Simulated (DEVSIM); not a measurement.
## abrupt GaAs n-p junction

System: abrupt GaAs n-p junction, at 400 K.

| layer (left to right) | material | thickness (μm) | Nd (cm⁻³) | Na (cm⁻³) | τn (s) | τp (s) |
|---|---|---|---|---|---|---|
| 1 | GaAs | 0.260 | 3.2e16 | - | 1e-9 | 1e-9 |
| 2 | GaAs | 7.90 | - | 1.6e14 | 1e-9 | 1e-9 |

Left contact: ohmic. Right contact: ohmic. Voltage is applied to the left contact. Recombination: SRH at mid-gap, radiative. Mobility is constant in doping.

The device is made up for the run: typed textbook-type constants, with dimensions and the other settings drawn at random. Values at 300 K; Nc and Nv go as T^1.5, mobilities as T to minus their exponent, the gap by Varshni's rule with the affinity fixed.

| parameter | GaAs |
|---|---|
| gap (eV) | 1.424 |
| affinity (eV) | 4.07 |
| permittivity | 12.9 |
| Nc (cm⁻³) | 4.7e17 |
| Nv (cm⁻³) | 9e18 |
| μn (cm²/Vs) | 8500 |
| μp (cm²/Vs) | 400 |
| T exponent of μn | 2.1 |
| T exponent of μp | 2.2 |
| B (cm³/s) | 2e-10 |
| Varshni α (eV/K) | 0.000541 |
| Varshni β (K) | 204 |

DEVSIM, 1D drift-diffusion, Boltzmann statistics, complete ionisation; no tunnelling, impact ionisation, image-force lowering or self-heating.

```yaml
potential_step_across_the_device_at_zero_bias: 0.878 V
largest_field_in_the_device_at_zero_bias: 12000 V/cm
Dark forward voltage at 1 A/cm²: 0.654 V
Dark forward voltage at 100 A/cm²: 1.540 V
```

Dark reverse current:

```json
[
 {"V (V)": "0.20", "J (A/cm²)": "3.1e-5"},
 {"V (V)": "0.50", "J (A/cm²)": "6.0e-5"},
 {"V (V)": "1.00", "J (A/cm²)": "9.7e-5"},
 {"V (V)": "1.50", "J (A/cm²)": "0.00013"},
 {"V (V)": "2.00", "J (A/cm²)": "0.00015"},
 {"V (V)": "3.00", "J (A/cm²)": "0.00020"},
 {"V (V)": "4.00", "J (A/cm²)": "0.00024"},
 {"V (V)": "5.00", "J (A/cm²)": "0.00027"},
 {"V (V)": "6.50", "J (A/cm²)": "0.00031"},
 {"V (V)": "8.00", "J (A/cm²)": "0.00034"},
 {"V (V)": "10.00", "J (A/cm²)": "0.00037"}
]
```

Small-signal capacitance in reverse bias (quasi-static):

```json
[
 {"V (V)": "0.2", "C (nF/cm²)": "3.92"},
 {"V (V)": "0.5", "C (nF/cm²)": "3.41"},
 {"V (V)": "1", "C (nF/cm²)": "2.87"},
 {"V (V)": "1.5", "C (nF/cm²)": "2.53"},
 {"V (V)": "2", "C (nF/cm²)": "2.29"},
 {"V (V)": "3", "C (nF/cm²)": "1.96"},
 {"V (V)": "4", "C (nF/cm²)": "1.74"},
 {"V (V)": "5", "C (nF/cm²)": "1.59"},
 {"V (V)": "6.5", "C (nF/cm²)": "1.46"},
 {"V (V)": "8", "C (nF/cm²)": "1.44"},
 {"V (V)": "10", "C (nF/cm²)": "1.44"}
]
```
